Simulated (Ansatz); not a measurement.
For AuAl (Pm-3m, No. 221, 2 atoms in the cell; start mp-10871), PBEsol (PAW; Ansatz, a first-principles code) gives:

```
Item                       Value
------------------  ------------
lattice constant a       3.177 Å
bulk modulus B0          129 GPa
cohesive energy     4.06 eV/atom
```

**Question.** What does r²SCAN in Ansatz (plane waves, PAW) give for the same quantities?

**Answer.** 
- lattice constant a: 3.182 Å (grows by 0.2 %)
- bulk modulus: 134 GPa (goes up by 3.9 %)
- cohesive energy: 3.73 eV/atom (shrinks by 0.33 eV/atom)

Changes are worked out from the printed values.

Unless a cell is named, each level is at its own relaxed cell (PBEsol 16.04, r²SCAN 16.11 Å³/atom).

Levels without +SOC leave out spin–orbit coupling, which shifts energies and cells of such heavy elements.

Caveats: the bulk modulus is −V dP/dV from two relaxed cells at ±2 % in volume (PBEsol, r²SCAN); the relaxation could not lower the start's symmetry, so the cell can be a saddle point above a distorted one (PBEsol, r²SCAN). Ansatz's density-functional and Hartree–Fock values are scalar-relativistic unless marked +SOC, with PAW data made under PBE.

A start named mp-… is a Materials Project structure, which need not be a measured phase.
